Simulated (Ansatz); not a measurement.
The starting structures come from a database of crystals and need not be the phases stable at ambient conditions.

Crystal: TiOF2 (P4_2/mmc, not sure to be the ambient phase, 8 atoms a cell, 14.3 Å³ an atom, -5 GPa at this level); planes in its conventional cell.

All values below come from r2SCAN (plane waves, PAW; Ansatz, an electronic-structure program).

The gap is the functional's own, uncorrected, and κ follows it; spin-orbit coupling is left out. Mid-gap values are interpolated between the computed energies.

```tsv
plane	area of the cell (Å²)	mid-gap κ (1/Å)	largest κ in the gap (1/Å)
(100)	30.0	0.23	0.23
(001)	14.5	(withheld)	(withheld)
```

Question: The slowest decay depends on the direction. Supply the withheld values.

Answer: 
- (001), mid-gap κ (1/Å): 0.36
- (001), largest κ in the gap (1/Å): 0.36
